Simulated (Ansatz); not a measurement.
Pressure series in Ru

The reference is Ru in the hcp (Mg type) structure (space group P6_3/mmc, No. 194; a = 2.722 Å, c = 4.291 Å).

Cell and atoms are relaxed at each pressure.

Level of theory: plane-wave PAW DFT at the PBE level (Ansatz, a program for electronic structure, 420 eV), no spin-orbit coupling.

Two rows of this table had their results exchanged by mistake.

| pressure | volume per atom (Å³) | shortest distance (Å) | band gap |
|---|---|---|---|
| pressure −2 GPa | 13.18 | 2.623 | zero |
| pressure −1 GPa | 13.81 | 2.662 | zero |
| pressure 0.9 GPa | 13.73 | 2.657 | zero |
| pressure 2.1 GPa | 13.68 | 2.654 | zero |
| pressure 4.5 GPa | 13.58 | 2.648 | zero |
| pressure 9 GPa | 13.40 | 2.637 | zero |
| pressure 15 GPa | 13.86 | 2.665 | zero |
| pressure 22.5 GPa | 12.94 | 2.607 | zero |
| pressure 30 GPa | 12.72 | 2.593 | zero |

Question: Which two?

Answer: The rows for pressure −2 GPa and pressure 15 GPa: the volume has to fall steadily with pressure, so 13.86 Å³ belongs to pressure −2 GPa and 13.18 Å³ to pressure 15 GPa.

Load acts through the strain it causes; cell and atoms are relaxed under it. Whether these cells are dynamically stable was not tested. No other phases were tried under pressure. All final runs are without spin polarisation.
